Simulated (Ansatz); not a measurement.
# Pressure series in NaOH

Take NaOH (space group Cmcm, No. 63; a cell from a computed database, its experimental status unchecked; layered, stacked along the Cartesian y axis) as the base.

```xyz
6
Lattice="1.7021 -5.4432 0.0000 1.7021 5.4432 0.0000 0.0000 0.0000 3.3706" Properties=species:S:1:pos:R:3 pbc="T T T"
Na     1.7021     1.7356     2.5279
Na     1.7021    -1.7356     0.8426
H      1.7021     5.0106     2.5279
H      1.7021    -5.0106     0.8426
O      1.7021    -4.0364     0.8426
O      1.7021     4.0364     2.5279
```

Cell and atoms are relaxed at each pressure.

Level of theory: Kohn–Sham DFT with the PBEsol functional, run in Ansatz (a program for electronic structure) with PAW and 420 eV plane waves, no spin-orbit coupling.

```
pressure (GPa)  volume per atom (Å³/atom)
--------------  -------------------------
-1                                 10.943
0                                  10.409
0.3                                10.297
0.7                                10.161
1.5                                 9.925
3                                   9.569
5                                       ?
10                                  8.531
```

Q: Fit the third-order Birch–Murnaghan form P(V) = (3B₀/2)[(V₀/V)^(7/3) − (V₀/V)^(5/3)]·[1 + (3/4)(B₀′ − 4)((V₀/V)^(2/3) − 1)] (squares taken in P) to the rows shown and predict the withheld row.

A: Least squares on the printed values gives V₀ = 10.427 Å³/atom, B₀ = 25.7 GPa, B₀′ = 6.8; this predicts 9.180 Å³/atom, and the run gives 9.197 Å³/atom, 0.017 higher.

Load acts through the strain it causes; cell and atoms are relaxed under it. No phonon test of stability was made. No other phases were tried under pressure. No dispersion term is included in the PBEsol runs.
